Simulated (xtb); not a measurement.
xtb 6.7.1, GFN2-xTB: Cc1sc(-c2ccc3c(c2)sc2cc(-c4ccc([Si](C)(C)C)cc4)ccc23)cc1F, 53 atoms. The geometry is a generated start, not checked to be a minimum at this level.

method: GFN2-xTB
--acc: 1 (default)
--etemp (K): 300 (default)
detailed input (--input): none: ANC optimiser, Lindh (1995) Hessian, microcycle=20, maxdispl=1.0, hlow=0.01 (default)
basis functions: 161
valence electrons: 150

The structure is relaxed from this start with --opt LEVEL for the levels crude, sloppy, loose, lax, normal, tight, vtight, extreme, once each. Up to the end of the extreme run atoms move by at most 1.4 Å along an axis.

Which level is enough to come within 20 meV of the tightest end point?

sloppy: 13 cycles against 84, ending 13 meV above.

```json
[
 {"level": "crude", "cycles": "6", "energy above the extreme run (meV)": "56", "gradient norm (eV/Å)": "0.45"},
 {"level": "sloppy", "cycles": "13", "energy above the extreme run (meV)": "13", "gradient norm (eV/Å)": "0.11"},
 {"level": "loose", "cycles": "14", "energy above the extreme run (meV)": "12", "gradient norm (eV/Å)": "0.082"},
 {"level": "lax", "cycles": "22", "energy above the extreme run (meV)": "5.2", "gradient norm (eV/Å)": "0.035"},
 {"level": "normal", "cycles": "37", "energy above the extreme run (meV)": "1.1", "gradient norm (eV/Å)": "0.025"},
 {"level": "tight", "cycles": "44", "energy above the extreme run (meV)": "0.43", "gradient norm (eV/Å)": "0.0065"},
 {"level": "vtight", "cycles": "68", "energy above the extreme run (meV)": "0.040", "gradient norm (eV/Å)": "0.0028"},
 {"level": "extreme", "cycles": "84", "energy above the extreme run (meV)": "—", "gradient norm (eV/Å)": "0.0013"}
]
```
